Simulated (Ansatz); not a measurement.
**RuSi: Ru → C**

Take RuSi (space group P2_13, No. 198; a = 4.7047 Å) as the base.

Now apply this change: C takes the place of Ru on all its sites, then cell and atoms are relaxed.

All numbers come from r2SCAN (Ansatz, an electronic-structure program, PAW, spin-orbit coupling left out). Settings: 20×20×20 k-points, 0.05 eV Fermi–Dirac smearing, for the changed cell.

The volume per atom shrinks by 4.85 Å³, from 13.02 Å³ to 8.17 Å³ and the space group goes from P2_13 (No. 198) to Fm-3m (No. 225). The shortest interatomic distance falls by 0.364 Å, from 2.378 Å to 2.014 Å and the band gap changes from 0.31 eV to zero.

Stability against distortions was not tested. As relaxed here, SiC is a hypothetical phase, not in the database extracts checked. The final runs are not spin-polarised.
